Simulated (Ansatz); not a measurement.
System: interstitial F in monoclinic HfO2 (charge state -1). Level of theory: PBE, PAW (plane waves to 420 eV; Ansatz, a quantum-chemistry and plane-wave program).

Settings: 96 host sites, the relaxed PBE lattice, the Γ point alone, smearing 0.01 eV, spin-restricted, no image-charge correction. No zero-point or tunnelling terms. Spin-orbit coupling is left out. The charge state is imposed; whether it is stable for some Fermi level was not computed. Sites that were not tried may lie lower.

Barriers: single points on a 2×2×2 k-point mesh shifted by half a step at the bands' geometries.

The step: a concerted move, in which F travels most. Atoms about the jump, Cartesian Å from the middle of the jump, before and after:

```
atom     x0     y0     z0     x1     y1     z1
----  -----  -----  -----  -----  -----  -----
F1    -0.67  -0.18  -0.46   0.67   0.18   0.46
Hf2   -1.64  -0.22   1.46  -1.59  -0.18   1.56
Hf3    1.59   0.18  -1.56   1.64   0.22  -1.46
O4     0.23  -1.28  -2.22  -0.07  -0.91  -1.83
O5    -0.61  -2.00   1.01  -0.60  -1.87   0.90
O6     0.60   1.87  -0.90   0.61   2.00  -1.01
O7     0.07   0.91   1.83  -0.23   1.28   2.22
O8    -2.44   1.33   0.13  -2.29   1.28   0.13
O9     2.29  -1.28  -0.13   2.44  -1.33  -0.13
Hf10  -1.16  -2.31  -1.07  -1.25  -2.40  -1.08
Hf11   1.25   2.40   1.08   1.16   2.31   1.07
O12   -2.89  -1.30  -0.13  -2.82  -1.25  -0.14
O13    2.82   1.25   0.14   2.89   1.30   0.13
```

Task: Where do these atoms stand at the saddle point, and how high is it?

Result: 
```
atom      x      y      z
----  -----  -----  -----
F1    -0.02  -0.02  -0.02
Hf2   -1.54  -0.21   1.48
Hf3    1.54   0.19  -1.50
O4     0.03  -1.15  -2.08
O5    -0.67  -2.05   0.99
O6     0.66   2.03  -0.99
O7    -0.03   1.12   2.05
O8    -2.36   1.29   0.10
O9     2.35  -1.30  -0.12
Hf10  -1.23  -2.43  -1.10
Hf11   1.23   2.42   1.09
O12   -2.78  -1.26  -0.18
O13    2.77   1.25   0.16
```
It lies 0.13 eV above the start and 0.13 eV above the end. The program found a first-order saddle point.
